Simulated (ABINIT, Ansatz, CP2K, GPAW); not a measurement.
# One structure in several programs: LiCl (Fm-3m, 2 atoms in the cell)

Band-structure calculation.

```xyz
2
Lattice="0.0000 2.5700 2.5700 2.5700 0.0000 2.5700 2.5700 2.5700 0.0000" Properties=species:S:1:pos:R:3 pbc="T T T"
Li     0.0000     0.0000     0.0000
Cl     2.5700     2.5700     2.5700
```

Shared settings, as Ansatz (a first-principles code) writes them: kpoints.mp_grid.grid = 8 8 8; scf.occupations.method = fermi_dirac; scf.occupations.width = 0.0007 Ry. Potentials and cutoffs stand in the table.

| code | model | gap along the path (eV) | smallest direct gap (eV) | cutoff |
|---|---|---|---|---|
| ABINIT | PBE, norm-conserving pseudopotentials (PseudoDojo nc-sr-05 PBE standard) | 6.29 | 6.29 | 37 Ha |
| GPAW | PBE, GPAW PAW datasets PBE (gpaw-data 1.0.1) | 6.28 | 6.29 | 500 eV |
| CP2K | PBE, GPW, DZVP-MOLOPT-SR-GTH basis, GTH-PBE potentials (GTH_POTENTIALS) | 6.22 | 6.22 | grid 400 Ry |
| Ansatz | PBE, default PAW files | 6.29 | 6.29 | default |

The spread over the programs that give each value: gap along the path within 0.07 eV; smallest direct gap within 0.07 eV.

CP2K uses small atom-centred bases, whose incompleteness enters pressures, forces and empty levels differently from a plane-wave cutoff.

The starting cell has typed, rounded lattice constants, without a prior relaxation at this level.

Left out of this page: Quantum ESPRESSO, Elk and FLEUR (not drawn, or without a comparable value).

Keys are those of Ansatz 0.2.
